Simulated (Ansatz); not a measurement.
# Sensitivity of a calculation on Sr₂Te₂Zn₃P₂O₁₄ (P2_1/c, 46 atoms in the cell) to its settings

```xyz
46
Lattice="5.1325 0.0000 0.0000 0.0000 7.7213 0.0000 -0.1071 0.0000 14.9982" Properties=species:S:1:pos:R:3 pbc="T T T"
Sr     2.5006     7.3286    10.5450
Sr     2.4713     3.4679    11.9524
Sr     2.5248     0.3927     4.4533
Sr     2.5542     4.2534     3.0458
Te     2.5887     5.6288     7.3854
Te     2.4903     1.7682     0.1137
Te     2.4368     2.0925     7.6128
Te     2.5352     5.9531    14.8845
Zn     5.0201     4.6993     9.2530
Zn    -0.0481     0.8386    13.2443
Zn     0.0054     3.0220     5.7452
Zn     5.0736     6.8827     1.7539
Zn    -0.0535     0.0000     7.4991
Zn     0.0000     3.8607     0.0000
P      4.8085     5.6752    12.1048
P      0.1634     1.8145    10.3926
P      0.2170     2.0461     2.8935
P      4.8620     5.9068     4.6057
O      4.0337     5.2752    10.8557
O      0.9383     1.4145    11.6416
O      0.9918     2.4461     4.1425
O      4.0872     6.3068     3.3566
O      1.2396     5.8589     8.6180
O      3.7324     1.9983    13.8794
O      3.7859     1.8624     6.3802
O      1.2931     5.7230     1.1189
O      3.5561     6.9361     8.3030
O      1.4159     3.0754    14.1943
O      1.4694     0.7853     6.6952
O      3.6096     4.6459     0.8039
O      4.2311     7.0210    12.4620
O      0.7408     3.1603    10.0353
O      0.7944     0.7003     2.5362
O      4.2846     4.5610     4.9629
O      4.4416     4.6830    13.1714
O      0.5303     0.8223     9.3259
O      0.5839     3.0383     1.8268
O      4.4951     6.8990     5.6723
O      1.1483     5.7006    11.8456
O      3.8237     1.8400    10.6517
O      3.8772     2.0207     3.1526
O      1.2018     5.8813     4.3465
O      3.5925     4.2405     8.0855
O      1.3794     0.3799    14.4118
O      1.4329     3.4808     6.9127
O      3.6461     7.3414     0.5864
```

Base run A: Ansatz (a quantum-chemistry and plane-wave program) with LDA (PW92), default PAW files made with PBE, self-consistent single point.

Its settings: basis.ecutwfc = 420 eV; kpoints.mp_grid.grid = 3 2 1; kpoints.mp_grid.shift = 0.5 0.5 0.5; hamiltonian.xc = lda; hamiltonian.pseudopotentials = {kind: paw} (the program's default PAW files); scf.occupations.method = gaussian; scf.occupations.width = 0.272 eV.

The starting cell comes from a database of published, mostly measured structures (it also holds non-ambient and calculated ones), without a prior relaxation at this level. Its lattice was rescaled by a random factor within 2.5 % of one. Spin-orbit coupling is off. In the base run, with a pressure of about 6 GPa the cell is away from its equilibrium volume at this level. In the base run, forces exceed 1 eV/Å. Ansatz's pressure includes its estimate of the finite-basis (Pulay) stress. The shifted mesh does not hold Γ, so a gap read on it misses any band edge there.

ΔF is the free energy per atom less that of run A. 

Runs:
- B: scf.occupations.method: gaussian → tetrahedron; scf.occupations.width: 0.272 eV → default
- C: crystal.symmetry.detect: default → false
- D: kpoints.mp_grid.shift: 0.5 0.5 0.5 → default
- E: scf.convergence.dr2_threshold: default (1e-07 eV) → 1e-05 eV
- F: scf.mixing.algorithm: default (the program chose MSR1) → broyden
- G: scf.algorithm: default → direct_min

```json
[
 {"run": "A", "ΔF (meV/atom)": "0.00", "pressure (GPa)": "6.11", "largest force (eV/Å)": "2.346", "gap on the mesh (eV)": "4.354", "k-points": "2"},
 {"run": "B", "ΔF (meV/atom)": "0.00", "pressure (GPa)": "6.11", "largest force (eV/Å)": "2.346", "gap on the mesh (eV)": "4.354", "k-points": "2"},
 {"run": "C", "ΔF (meV/atom)": "0.00", "pressure (GPa)": "6.11", "largest force (eV/Å)": "2.346", "gap on the mesh (eV)": "4.354", "k-points": "3"},
 {"run": "D", "ΔF (meV/atom)": "0.07", "pressure (GPa)": "6.11", "largest force (eV/Å)": "2.344", "gap on the mesh (eV)": "4.185", "k-points": "4"},
 {"run": "E", "ΔF (meV/atom)": "0.00", "pressure (GPa)": "6.11", "largest force (eV/Å)": "2.346", "gap on the mesh (eV)": "4.354", "k-points": "2"},
 {"run": "F", "ΔF (meV/atom)": "0.00", "pressure (GPa)": "6.11", "largest force (eV/Å)": "2.346", "gap on the mesh (eV)": "4.354", "k-points": "2"},
 {"run": "G", "ΔF (meV/atom)": "0.00", "pressure (GPa)": "6.11", "largest force (eV/Å)": "2.346", "gap on the mesh (eV)": "4.354", "k-points": "2"}
]
```

Run D against A: The free energy stays essentially unchanged (within 1 meV/atom), the pressure stays at 6.11 GPa, the largest force hardly changes (2.346 to 2.344 eV/Å) and the gap on the mesh goes from 4.354 to 4.185 eV.

Run C against A: The free energy stays essentially unchanged (within 1 meV/atom), the pressure stays at 6.11 GPa, the largest force stays at 2.346 eV/Å and the gap on the mesh stays at 4.354 eV.

Keys are those of Ansatz 0.2.
